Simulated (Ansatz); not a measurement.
## A constructed model of the (100) surface of fcc Rh, a pseudomorphic layer of Si in the host's stacking (bottom of the slab: a bare face, its two planes held)

Computed with PBE (plane waves to 420 eV, PAW; Ansatz, a program for electronic structure).

Slab: 7 atoms, 11.4 Å thick at the start; k 14x14x1, smearing 0.1 eV, dipole-corrected; 2 atoms held, the rest relaxed; held to the start's symmetry, so lower structures may exist; no spin, no spin-orbit, no U. It is one candidate, not shown to be the stable structure of the face.

```
Property                                             Value
-----------------------------  ---------------------------
work function of the top face                      5.45 eV
energy released by relaxation                      0.10 eV
cost                           very roughly 3 core-minutes
```
